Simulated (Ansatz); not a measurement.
LuBeNO (model structure, started from the LaZnOP type, P4/nmm, No. 129, 8 atoms in the cell), treated with HSE06 (plane waves, PAW; Ansatz, a quantum-chemistry and plane-wave program).

Run with plane-wave cutoff 460 eV, 6×6×4 k mesh (along the axes of the cell as run), Fermi–Dirac smearing 0.01 eV, scalar-relativistic PAW data made under PBE.

Cell (relaxed with PBEsol):

```
BeLuNO
1.0
    3.43621     0.00000     0.00000
    0.00000     3.43621     0.00000
    0.00000     0.00000     7.01222
Lu Be N O
2 2 2 2
Direct
  0.00000   0.50000   0.82773
  0.50000   0.00000   0.17227
  0.00000   0.00000   0.50000
  0.50000   0.50000   0.50000
  0.50000   0.00000   0.59752
  0.00000   0.50000   0.40248
  0.50000   0.50000   0.00000
  0.00000   0.00000   0.00000
```

Task: What does this level give for the band gap and smallest direct gap on the k points sampled?

Result: 
* **band gap**: 4.86 eV
* **smallest direct gap on the k points sampled**: 5.20 eV

Note: the relaxation could raise the start's symmetry but not lower it, so the cell can be a saddle point; cell and atoms aren't relaxed at this level (largest force component 0.09 eV/Å, pressure 2.2 GPa).

Spin–orbit coupling is not included.

Static lattice: no zero-point or thermal effects.

A model structure was made by putting elements into a prototype or built by hand; it is no filed structure, need not be a known phase, and can be a saddle point held by its symmetry.
